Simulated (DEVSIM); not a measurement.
Device: abrupt Ge n-p junction, at 300 K.

```csv
layer (left to right),material,thickness (μm),Nd (cm⁻³),Na (cm⁻³),τn (s),τp (s)
1,Ge,4.20,2.3e16,-,0.00012,0.00012
2,Ge,3.40,-,1.2e15,0.00012,0.00012
```

Left contact: ohmic. Right contact: ohmic. Voltage is applied to the left contact. Recombination: SRH at mid-gap, radiative. Mobility is constant in doping.

The device is made up for the run: typed textbook-type constants, with dimensions and the other settings drawn at random. Values at 300 K.

```csv
parameter,Ge
gap (eV),0.664
affinity (eV),4
permittivity,16
Nc (cm⁻³),1.04e19
Nv (cm⁻³),6e18
μn (cm²/Vs),3900
μp (cm²/Vs),1900
B (cm³/s),6.4e-14
```

Simulated with DEVSIM: 1D drift-diffusion, Boltzmann statistics, complete ionisation; no tunnelling, impact ionisation, image-force lowering or self-heating.

The thickness of layer 1 was swept, all else fixed.

```
thickness of layer 1 (μm)  dark forward voltage at 100 A/cm² (V)
-------------------------  -------------------------------------
0.84                                                       0.238
1.5                                                        0.238
2.5                                                        0.239
4.2                                                        0.240
7.1                                                        0.242
13                                                         0.246
21                                                         0.251
```

From the first row to the last the dark forward voltage at 100 A/cm² goes from 0.238 to 0.251.
